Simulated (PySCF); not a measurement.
PySCF 2.14.0, HF/def2-svp: Ca(OMe)2(OH2)2 (C[O][Ca](<-[OH2])(<-[OH2])[O]C), 17 atoms. The geometry is a generated start, not checked to be a minimum at this level.

| Item | Value |
|---|---|
| task | energy and gradient |
| basis | def2-svp |
| mol.max_memory | 7000 MB |
| mf.init_guess | minao (default) |
| mf.DIIS | CDIIS (default) |
| mf.diis_space | 8 (default) |
| mf.conv_tol | 1e-09 (default) |
| basis functions (reference run) | 158 |

```xyz
17

Ca    -0.2859     0.6813     0.8979
O     -1.4027    -0.6612     0.1582
C     -2.5514    -1.0649    -0.4982
H     -3.2283    -0.2234    -0.7059
H     -2.3065    -1.5448    -1.4577
H     -3.1026    -1.7965     0.1145
O      1.6015     0.4508     0.1614
C      1.8618    -0.0232    -1.1184
H      1.6573     0.7430    -1.8859
H      2.9218    -0.3038    -1.1973
H      1.2530    -0.9121    -1.3547
O      0.3863     2.6802     0.5057
H      1.0642     1.9807     0.2318
H      0.9061     3.3888     0.8990
O      0.3763    -1.0318     2.1450
H      1.1368    -0.9169     1.5445
H     -0.2879    -1.4462     1.5602
```

The reference run uses exact four-centre integrals. Single runs; times are not shown.

Settings tried, all else as in the reference:
- density fitting, auxbasis = autoaux
- density fitting
- density fitting, auxbasis = def2-universal-jfit
- density fitting of J alone, exact K

Task: Sort the settings: which keep to the reference within 1.0 meV/atom in energy, 10 meV/Å in forces (largest component), and which don't?

Result: Within it: density fitting of J alone, exact K; density fitting, auxbasis = autoaux; density fitting. Outside: density fitting, auxbasis = def2-universal-jfit.

```
setting                                          energy against the reference  difference in forces (largest component)
-----------------------------------------------  ----------------------------  ----------------------------------------
density fitting of J alone, exact K                            −0.26 meV/atom                                0.51 meV/Å
density fitting, auxbasis = autoaux                            +0.66 meV/atom                                 2.1 meV/Å
density fitting                                                +0.68 meV/atom                                 1.5 meV/Å
density fitting, auxbasis = def2-universal-jfit                +7500 meV/atom                                1000 meV/Å
```

Total energies are compared; such shifts often cancel in part in energy differences. def2-universal-jfit is made for Coulomb alone and misses functions that exchange needs. Also tried and not ranked: density fitting, auxbasis = def2-universal-jkfit (same energy as a listed run); COSX exchange (sgx_fit, pjs) with fitted J, mf.with_df.grids_level_i = 1, mf.with_df.grids_level_f = 1 (gradient came out as NaN); COSX exchange (sgx_fit, pjs) with fitted J, mf.with_df.grids_level_i = 1, mf.with_df.grids_level_f = 2 (default) (gradient came out as NaN); COSX exchange (sgx_fit, pjs) with fitted J, mf.with_df.grids_level_i = 1, mf.with_df.grids_level_f = 3 (gradient came out as NaN); COSX exchange (sgx_fit, pjs) with fitted J, mf.with_df.grids_level_i = 1, mf.with_df.grids_level_f = 4 (gradient came out as NaN). The tolerance is a choice made for this comparison.
